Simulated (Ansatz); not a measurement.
The reference is NaI in the zinc blende structure (space group F-43m, No. 216; a hypothetical phase, not in the database extracts checked).

```
NaI
1.0
    0.00000     3.54397     3.54397
    3.54397     0.00000     3.54397
    3.54397     3.54397     0.00000
I Na
1 1
Direct
  0.75000   0.75000   0.75000
  0.00000   0.00000   0.00000
```

Cartesian axes are those of the cell as printed.

All numbers come from Ansatz (a quantum-chemistry and plane-wave program), r2SCAN, PAW, cutoff 500 eV, scalar-relativistic without spin-orbit coupling.

Base values:

| Quantity | Result |
|---|---|
| Valley order | Γ 4.42 eV; X along ⟨100⟩ 5.58 eV |
| Valence-band top at Γ | 0.00, 0.00, 0.00 eV |

Perturbation: strain tensor (xx, yy, zz, yz, xz, xy) = (−0.89, +0.58, +0.04, +1.20, +0.10, −0.02) %; the atoms relax in the strained cell.

Question: What does the calculation give for the valley order after the change?

Answer: The valley order (the lowest conduction-band minima on the path, energy above the VBM, named in the base's zone) goes from Γ 4.42 eV; X along ⟨100⟩ 5.58 eV to Γ 4.39 eV; X along [100] 5.54 eV; X along [001] 5.55 eV; X along [010] 5.55 eV.

Question: What happens to the stress?

Answer: The stress (xx, yy, zz, yz, xz, xy; compression positive) is (0.04, 0.02, 0.03, -0.07, -0.01, 0.00) GPa.

Question: Estimate the effect on the valence-band top at Γ.

Answer: The valence-band top at Γ (three highest levels, from the VBM) goes from 0.00, 0.00, 0.00 eV to 0.00, -0.02, -0.07 eV.

Spin-orbit coupling, missing from the scalar runs, can matter with I. The levels and masses belong to the bands next to the band gap. Stability against distortions was not tested.
